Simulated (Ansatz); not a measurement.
The starting structures come from a database of crystals and need not be the phases stable at ambient conditions.

Evanescent states of Ca(CdP)2 (P-3m1, not sure to be the ambient phase, 5 atoms a cell, 22.5 Å³ an atom, -2 GPa at this level) along the normal of (111)

Calculation: PBEsol (plane waves, PAW; Ansatz, a program for electronic structure).

No gap correction and no spin-orbit coupling; mid-gap values are interpolated between computed energies.

Energies count from the valence-band top; κ is the least over a 6×4 mesh across the current.

```tsv
E (eV)	κ (1/Å)	where
0.03	0.023	Γ
0.09	0.038	Γ
0.15	0.047	Γ
0.21	0.053	Γ
0.27	0.057	Γ
0.33	0.060	Γ
0.39	0.060	Γ
0.45	0.060	Γ
0.51	0.057	Γ
0.57	0.053	Γ
0.63	0.046	Γ
0.69	0.034	Γ
0.75	0.005	Γ
```

Question: How thick must the barrier be to attenuate the transmission by 10^6 when the electrodes' Fermi level lies at 0.03 eV, and what attenuation does that film give at 0.21 eV?

Answer: d = 6 ln 10 / (2 × 0.023) = 300.3 Å. At 0.21 eV it gives 6 × 0.053/0.023 = 13.8 decades.
